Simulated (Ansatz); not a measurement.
## Computed paths: C vacancy in 4H silicon carbide with all lengths changed by +1 %, charge state +2

Defect migration in 4H silicon carbide with all lengths changed by +1 %: C vacancy, charge state +2. Level of theory: PBE, PAW (plane waves to 420 eV; Ansatz, a quantum-chemistry and plane-wave program).

Settings: 72 host sites, the strained lattice (strain from the relaxed PBE one, atoms relaxed), a 2×2×2 k-point mesh shifted by half a step along c, smearing 0.01 eV, spin-restricted, no image-charge correction. Energies are static. The charge state is imposed; whether it is stable for some Fermi level was not computed. Forms of the defect that were not tried may lie lower.

| Route | Start site over the lowest site run (eV) | Hop (Å) | Forward barrier (eV) | Backward barrier (eV) | Neighbours at the start | Neighbours at the saddle | Saddle order |
|---|---|---|---|---|---|---|---|
| one C atom jumps into the vacancy from a nearby C site | 0.05 | 3.12 | 4.94 | 4.94 | Si at 1.88, Si at 1.92, 2 Si at 1.93 Å | Si at 1.80, Si at 2.17, Si at 2.18, Si at 2.30, Si at 2.31 Å | not checked, on a symmetry element |
| one C atom jumps into the vacancy from a nearby C site | 0.00 | 3.12 | 5.02 | 4.97 | Si at 1.86, 2 Si at 1.91, Si at 1.96 Å | Si at 1.81, 2 Si at 2.22, 2 Si at 2.26 Å | not checked, on a symmetry element |
| one C atom jumps into the vacancy from a nearby C site | 0.00 | 3.11 | 5.19 | 5.19 | Si at 1.88, 2 Si at 1.92, Si at 1.94 Å | Si at 1.79, 2 Si at 2.23, 2 Si at 2.28 Å | not checked, on a symmetry element |

Paths come from nudged elastic bands with a climbing image.  A band can be held on a symmetry element, so unchecked saddle points there may be too high.
